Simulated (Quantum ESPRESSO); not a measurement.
Quantum ESPRESSO run on Ti₃Al₅ (Pmmm, 8 atoms in the cell): self-consistent single point.

Method of the run: LDA (PZ), GBRV 1.5 ultrasoft (LDA) pseudopotentials (plane waves; Quantum ESPRESSO 7.5).

```yaml
crystal:
  lattice:
    - [3.91154, 0.00000, 0.00000]
    - [0.00000, 4.02478, 0.00000]
    - [0.00000, 0.00000, 8.10511]
  atoms:
    - { symbol: Ti, position: [0.00000, 0.50000, 0.26507] }
    - { symbol: Ti, position: [0.00000, 0.50000, 0.73493] }
    - { symbol: Ti, position: [0.50000, 0.50000, 0.00000] }
    - { symbol: Al, position: [0.00000, 0.00000, 0.00000] }
    - { symbol: Al, position: [0.00000, 0.00000, 0.50000] }
    - { symbol: Al, position: [0.50000, 0.50000, 0.50000] }
    - { symbol: Al, position: [0.50000, 0.00000, 0.24223] }
    - { symbol: Al, position: [0.50000, 0.00000, 0.75777] }
```

Reference input (self-consistent single point, DFT, PBEsol, plane waves, SSSP 1.1.2 efficiency (PBE) pseudopotentials): ecutwfc = 50 Ry; ecutrho = 400 Ry; occupations = smearing; smearing = fermi-dirac; degauss = 0.0073499 Ry; input_dft = pbesol; potentials = {Ti: ti_pbe_v1.4.uspp.F.UPF, Al: Al.pbe-n-kjpaw_psl.1.0.0.UPF}; K_POINTS = automatic 6 6 3 0 0 0; conv_thr = 1e-09 Ry. This run's input differs from it in these lines:

```diff
@@ -20,3 +20,2 @@
    degauss = 0.0073499
-   input_dft = 'pbesol'
 /
@@ -26,4 +25,4 @@
 ATOMIC_SPECIES
-Ti    47.8670  ti_pbe_v1.4.uspp.F.UPF
-Al    26.9815  Al.pbe-n-kjpaw_psl.1.0.0.UPF
+Ti    47.8670  ti_lda_v1.4.uspp.F.UPF
+Al    26.9815  al_lda_v1.uspp.F.UPF
 ATOMIC_POSITIONS crystal
```

Output, abridged:

```
     Self-consistent Calculation

     iteration #  1     ecut=    50.00 Ry     beta= 0.70

     negative rho (up, down):  2.520E-03 0.000E+00

     total energy              =    -390.17730820 Ry
     estimated scf accuracy    <       1.65349789 Ry

     iteration #  2     ecut=    50.00 Ry     beta= 0.70

     negative rho (up, down):  1.605E-03 0.000E+00

     total energy              =    -387.42812469 Ry
     estimated scf accuracy    <      40.45576166 Ry

     iteration #  3     ecut=    50.00 Ry     beta= 0.70

     negative rho (up, down):  1.465E-03 0.000E+00

     total energy              =    -391.09154471 Ry
     estimated scf accuracy    <       0.93875130 Ry

   [... 10 blocks of this kind left out ...]

     iteration # 14     ecut=    50.00 Ry     beta= 0.70

     negative rho (up, down):  1.476E-03 0.000E+00

     total energy              =    -391.19366966 Ry
     estimated scf accuracy    <       0.00000002 Ry

     iteration # 15     ecut=    50.00 Ry     beta= 0.70

     negative rho (up, down):  1.476E-03 0.000E+00
     End of self-consistent calculation

     the Fermi energy is    10.2144 ev

!    total energy              =    -391.19366966 Ry
     estimated scf accuracy    <          2.4E-10 Ry
     smearing contrib. (-TS)   =      -0.01219318 Ry
     internal energy E=F+TS    =    -391.18147648 Ry

     convergence has been achieved in  15 iterations

     negative rho (up, down):  1.476E-03 0.000E+00

     Forces acting on atoms (cartesian axes, Ry/au):

     atom    1 type  1   force =     0.00000000    0.00000000   -0.00070678
     atom    2 type  1   force =     0.00000000    0.00000000    0.00070678
     atom    3 type  1   force =     0.00000000    0.00000000    0.00000000
     atom    4 type  2   force =     0.00000000    0.00000000    0.00000000
     atom    5 type  2   force =     0.00000000    0.00000000    0.00000000
   [... lines left out ...]
     Total force =     0.005710     Total SCF correction =     0.000005
   [... lines left out ...]

     negative rho (up, down):  1.476E-03 0.000E+00
          total   stress  (Ry/bohr**3)                   (kbar)     P=      -54.30
  -0.00035651   0.00000000   0.00000000          -52.44        0.00        0.00
   0.00000000  -0.00038115   0.00000000            0.00      -56.07        0.00
   0.00000000   0.00000000  -0.00036977            0.00        0.00      -54.40

   JOB DONE.
```

The run converged in 15 iterations. Against the reference run the pressure goes from -1.96 to -5.43 GPa and the largest force goes from 0.049 to 0.102 eV/Å.

The starting cell comes from a database of computed structures (which also holds hypothetical and non-ambient phases and stackings), without a prior relaxation at this level. Its lattice was rescaled by a random factor within 2.5 % of one. Spin polarisation is off. With a pressure of about -5 GPa the cell is away from its equilibrium volume at this level.

Cost on one core of a shared machine: roughly 2 min.
